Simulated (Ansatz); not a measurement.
CuAu: pressure −2 GPa

Consider CuAu (space group P4/mmm, No. 123; a = 2.8606 Å, c = 3.5518 Å).

The change: a negative pressure, −2 GPa.

All numbers come from r2SCAN in Ansatz (plane waves to 500 eV, PAW, no spin-orbit coupling). Settings: 16×16×13 k-points, 0.05 eV Fermi–Dirac smearing.

```csv
quantity,base,changed,shift
volume per atom,14.53 Å³,14.72 Å³,+0.19 Å³
density,14.88 g/cm³,14.69 g/cm³,-0.19 g/cm³
lattice parameter a,2.861 Å,2.872 Å,+0.011 Å
c/a ratio,1.242,1.244,+0.002
shortest interatomic distance,2.692 Å,2.704 Å,+0.012 Å
enthalpy H = E + PV relative to the base's energy,–,-0.18 eV/atom,–
band gap,zero,zero,–
```

Cost of the whole job for the changed cell (relaxation, final SCF and bands): very roughly 2.7 core-minutes.

Load acts through the strain it causes; cell and atoms are relaxed under it. Stability against distortions was not tested. All final runs are without spin polarisation.

Ansatz is an electronic-structure program.
